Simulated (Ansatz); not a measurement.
## Convergence study of the plane-wave cutoff for TaN (P3m1, 2 atoms in the cell)

```xyz
2
Lattice="2.9488 0.0000 0.0000 -1.4744 2.5537 0.0000 0.0000 0.0000 2.8989" Properties=species:S:1:pos:R:3 pbc="T T T"
Ta     0.0000     0.0000     1.4994
N      1.4744     0.8512     0.0000
```

Method of the run: PBEsol, default PAW files made with PBE (plane waves; Ansatz, a first-principles code).

Base settings: basis.ecutwfc = 30.9 Ry; kpoints.mp_grid.grid = 13 13 11; hamiltonian.xc = pbesol; hamiltonian.pseudopotentials = {kind: paw} (the program's default PAW files); scf.occupations.method = fermi_dirac; scf.occupations.width = 0.0073 Ry.

The second cell is the first with its lattice scaled by 0.98.

The mesh stays at the base's, so the ladder's end is converged at best in this setting alone.

The first pressure column holds Ansatz's estimate of the finite-basis (Pulay) stress, which hides part of the cutoff error; the other is without it.

Only quantities that move along the ladder and can be compared are tabulated.

The count of work is k-points × plane waves × bands × iterations; it is no time. 

The starting cell comes from a database of computed structures (which also holds hypothetical and non-ambient phases and stackings), without a prior relaxation at this level. Its lattice was rescaled by up to half a per cent. One atom was moved a little off its site on purpose. Spin polarisation is off. In the base run, with a pressure of about -9 GPa the cell is away from its equilibrium volume at this level.

Steps (basis.ecutwfc): 10.7 Ry; 12.5 Ry; 14 Ry; 15.4 Ry; 16.9 Ry; 18.4 Ry; 21.7 Ry; 24.6 Ry; 27.9 Ry; 30.9 Ry; 33.8 Ry; 37.1 Ry; 41.5 Ry; 46.3 Ry; 54 Ry; 61.7 Ry; 74.2 Ry.

Problem. What is the coarsest basis.ecutwfc that holds the pressure without the Pulay estimate within 0.2 GPa of the last step, with all finer ones?

Solution. 33.8 Ry, at 0.31 of the last step's count of work; the step before is off by 0.46 GPa.

Problem. What is the coarsest basis.ecutwfc that holds the pressure within 0.5 GPa of the last step, with all finer ones?

Solution. 21.7 Ry, at 0.15 of the last step's count of work; the step before is off by 1.1 GPa.

Problem. What is the coarsest basis.ecutwfc that holds the free energy within 2 meV/atom of the last step, with all finer ones?

Solution. 33.8 Ry, at 0.31 of the last step's count of work; the step before is off by 3.0 meV/atom.

```tsv
basis.ecutwfc	free energy less the last step's (meV/atom)	energy of the compressed cell less the first (meV/atom)	pressure (GPa)	pressure without the Pulay estimate (GPa)	largest difference of a force vector from the last step's (eV/Å)	count of work / last
10.7 Ry	9531.59	180.58	22.73	-361.95	0.744	0.070
12.5 Ry	4825.44	31.25	-5.46	-225.95	0.569	0.069
14 Ry	2771.27	-13.57	-12.91	-150.80	0.231	0.092
15.4 Ry	1673.24	-9.39	-13.07	-103.20	0.018	0.096
16.9 Ry	977.69	-3.32	-11.06	-68.96	0.053	0.10
18.4 Ry	571.66	2.97	-9.77	-46.82	0.055	0.13
21.7 Ry	170.31	8.41	-8.43	-22.03	0.011	0.15
24.6 Ry	55.07	8.66	-8.43	-13.80	0.003	0.20
27.9 Ry	13.25	8.11	-8.61	-10.29	0.000	0.25
30.9 Ry	3.03	7.97	-8.66	-9.12	0.000	0.26
33.8 Ry	0.85	7.99	-8.66	-8.75	0.000	0.31
37.1 Ry	0.51	8.00	-8.65	-8.66	0.000	0.36
41.5 Ry	0.38	8.00	-8.65	-8.67	0.000	0.42
46.3 Ry	0.22	8.00	-8.65	-8.66	0.000	0.49
54 Ry	0.13	7.99	-8.65	-8.66	0.000	0.64
61.7 Ry	0.08	7.98	-8.66	-8.66	0.000	0.75
74.2 Ry	0.00	7.97	-8.66	-8.66	0.000	1.0
```

The energy difference between the two cells stays within 1 meV/atom of the last step's from 21.7 Ry on, the total only from 33.8 Ry on: much of the error is common to both cells and cancels.

At the lowest cutoff the pressure without the Pulay estimate lies 353 GPa under the last step's, the usual sign of Pulay stress in an incomplete plane-wave basis.

Keys are those of Ansatz 0.2.
